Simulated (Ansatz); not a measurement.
## Hypothetical diamond Cu, thickness series

The parent structure is Cu in the diamond structure (space group Fd-3m, No. 227; a = 5.3514 Å; a hypothetical phase, not in the database extracts checked). Axes: x, y, z lie along the cube axes.

Free-standing slabs (2 atom(s) a layer) normal to [110] with 15 Å of vacuum; in-plane cell held at bulk.

All numbers come from PBE in Ansatz (plane waves to 420 eV, PAW, no spin-orbit coupling).

Notes on the quantities. excess energy per area of both faces: slab less bulk energy over the cell's area: twice a surface energy; uncertain by up to 0.1 J/m²; layer's space group: with vacuum.

```tsv
variant	excess energy per area of both faces	thickness between the outermost nuclei	layer's space group
1 layer	–	–	Pmma (No. 51)
2 layers	___	1.91 Å	Pmna (No. 53)
3 layers	1.24 J/m²	3.87 Å	Pmma (No. 51)
4 layers	1.3 J/m²	5.78 Å	Pmna (No. 53)
5 layers	1.3 J/m²	7.69 Å	Pmma (No. 51)
6 layers	1.3 J/m²	9.59 Å	Pmna (No. 53)
7 layers	1.3 J/m²	11.52 Å	Pmma (No. 51)
```

Fill in the withheld entries from the trend.


- 2 layers, excess energy per area of both faces: 1.20 J/m²

The excess energy carries the mismatch between the slab's and the bulk's meshes. No phonon test of stability was made. The final runs are not spin-polarised.

Ansatz is an electronic-structure program.
